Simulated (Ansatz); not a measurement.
Take BP in the zinc blende structure (space group F-43m, No. 216; a = 4.491 Å) as the base. Axes: x, y, z lie along the cube axes.

All numbers come from plane-wave PAW DFT at the LDA level (Ansatz, a first-principles code, 420 eV), spin-orbit coupling left out.

Modification: every lattice vector is stretched by 1.50 %; the atoms relax in the strained cell.

Q: Predict the stress tensor and what it implies for the stiffness.

A: Stress of the strained cell less that of the base (GPa, compression positive):
```
  -7.21    0.00    0.00
   0.00   -7.21    0.00
   0.00    0.00   -7.21
```

Then B = −ΔP/(ΔV/V₀) with ΔV/V₀ = 0.0457 gives secant stiffness values (nonlinear terms included at this strain): B ≈ 158 GPa.

As a check, the harmonic strain energy −½ V₀ Δσ:ε is 11 meV/atom; the computed energy rise is 12 meV/atom.

Whether these cells are dynamically stable was not tested.
